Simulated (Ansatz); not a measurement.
## Free linear chain of W atoms

Levels: PBE (plane waves to 420 eV, PAW; Ansatz, a first-principles code); PBE with spin-orbit coupling in Ansatz; r2SCAN (plane waves to 500 eV, PAW; Ansatz); Ansatz with HSE06. Unmarked values and the geometry are of the first. Mesh 1×1×68. Collinear spin, started with parallel moments, which vanish. One-dimensional cell, images about 11 Å apart. A hypothetical model. Symmetry and one short period hold its shape; lower forms weren't sought. Values not marked SOC lack spin–orbit coupling. HSE06 ran on a 1×1×4 mesh and at PBE's edge points. Buckling under compression is shut out by symmetry and the short period.

```
Item                                                                                  Value
---------------------------------------------------------  --------------------------------
period along the axis (2 atoms)                                                     4.826 Å
PBE gap                                                    0.65 eV, direct at the zone edge
electron mass along the axis (PBE)                                                  0.31 mₑ
hole mass along the axis (PBE)                                                       1.2 mₑ
valence and conduction edges under the vacuum level (PBE)                  4.53 and 3.88 eV
PBE+SOC gap at this geometry                                                        0.36 eV
r2SCAN gap at this geometry                                                         0.70 eV
HSE06 gap at this geometry                                                          1.31 eV
axial stiffness dF/dε                                                                 36 nN
```

```
CELL_PARAMETERS angstrom
     11.00000     0.00000     0.00000
      0.00000    11.00000     0.00000
      0.00000     0.00000     4.82647
ATOMIC_POSITIONS crystal
  W  0.50000 0.50000 0.03292
  W  0.50000 0.50000 0.44708
```
